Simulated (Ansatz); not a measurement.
Amorphous silicon oxide (Si24O47), 71 atoms at 2.32 g/cm³, one PBE-relaxed geometry, zone centre. Methods: PBE, scalar-relativistic without spin-orbit coupling (Ansatz, a program for electronic structure); r2SCAN, scalar-relativistic without spin-orbit coupling (Ansatz); HSE06, scalar-relativistic without spin-orbit coupling (Ansatz). Plane waves to 420 eV (r2SCAN 500 eV); exact exchange is cut at the cell's faces. The usual formal charges leave 2 electrons over, so the level spacing at the Fermi energy parts defect or band states and needn't be the band gap. At PBE the levels at both edges of the gap are localised (band-tail or defect states), and the nearest spread-out levels lie 5.7 eV apart at the zone centre. The higher rungs were started with moments on some atoms, which died out.

The cell was made by melting and quenching with the CHGNet potential and then relaxed with DFT. O atoms were pushed apart under 1.9 Å during the dynamics, to hinder bonds among them. The hot cell started wider than the set density and was brought back towards it in steps. It is the lowest in DFT energy of 8 quenches. It is a model cell: composition and starting density were chosen by hand, and all elements were melted together. No dispersion term was used. A short ab initio anneal came between quench and relaxation. Its density started from a set value of 2.32 and ended at 2.32 g/cm³. The simulated quench (nominally 590 K/ps over its main leg) is rapid and tends to freeze in more defects than a deposited or slowly cooled glass has. One small periodic cell is one sample of the glass; other quenches scatter about these values. The volume was held where the preparation left it and the shape relaxed, at a PBE pressure of 1.9 GPa. Stress components on the final sampling reach 2.2 GPa. Cycles of charging lowered its energy after that relaxation.

The relaxation ran on the zone centre alone. At PBE the level spacing at the Fermi energy is 3.54 eV on a 2×2×2 Γ-centred mesh, and the spacing at the zone centre alone 3.63 eV.

Task: What zone-centre spacing does r2SCAN give, roughly?

Result: 3.91 eV (+0.28 eV against PBE).

Task: What zone-centre spacing does HSE06 give, roughly?

Result: 4.84 eV (+1.21 eV against PBE).

The highest filled and the lowest empty state spread over these numbers of atoms (participation numbers): PBE: 2.5 and 2.5; r2SCAN: 2.4 and 2.4; HSE06: 2.3 and 2.5.
